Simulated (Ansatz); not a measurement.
Take InAgTe$_{2}$ in the chalcopyrite structure (space group I-42d, No. 122) as the base.

```xyz
8
Lattice="-3.2844 3.2844 6.5016 3.2844 -3.2844 6.5016 3.2844 3.2844 -6.5016" Properties=species:S:1:pos:R:3 pbc="T T T"
Ag     0.0000     3.2844     3.2508
Ag     0.0000     0.0000     0.0000
In     3.2844     0.0000     3.2508
In     0.0000     0.0000     6.5016
Te     1.6422     1.6055    -1.6254
Te     1.6422     1.6789     4.8762
Te     1.6789    -1.6422     8.1269
Te     1.6055     4.9266     1.6254
```

Cartesian axes are those of the cell as printed.

Level of theory: Ansatz (a quantum-chemistry and plane-wave program) PBE, no spin-orbit coupling.

For the base:

```
Property                        Result
-----------------------------  -------
Shortest interatomic distance  2.814 Å
Pressure                       0.0 GPa
```

Perturbation: tensile biaxial strain of 2.41 % in the plane normal to [001], as in epitaxy on a mismatched substrate; the out-of-plane cell vector and the atoms relax.

Problem. What happens to the energy relative to the base, shortest interatomic distance and pressure?

Solution. The energy increases by 4.5 meV/atom; the shortest interatomic distance rises by 0.023 Å to 2.837 Å; the pressure (mean of the normal stresses, compression positive) goes from zero to -0.6 GPa.

Stability against distortions was not tested. All final runs are without spin polarisation. Gaps under 0.05 eV, about the width of the smearing, are given as zero.
